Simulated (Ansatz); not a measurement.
The parent structure is CdS in the zinc blende structure (space group F-43m, No. 216; a = 5.824 Å).

Level of theory: plane-wave PAW DFT at the PBEsol level (Ansatz, an electronic-structure program, 420 eV), no spin-orbit coupling.

```json
[
 {"level": "PBEsol", "band gap": "1.01 eV", "lattice parameter a": "5.824 Å"}
]
```

Task: What does experiment give, and how far off is each level?

Result: Measured: band gap 2.48 eV (0 K or low temperature; as listed in arXiv:1206.3780); lattice parameter a 5.832 Å (room temperature; as listed in arXiv:1206.3780). Computed minus measured — band gap: PBEsol -1.47 eV; lattice parameter a: PBEsol -0.1 %. Measured values not marked as corrected hold thermal and zero-point effects that the static-lattice runs lack. A measured gap can be an optical one, lowered by exciton binding. Levels without spin-orbit coupling miss its lowering of the gap, often about a third of the valence-band splitting.

Stability against distortions was not tested.
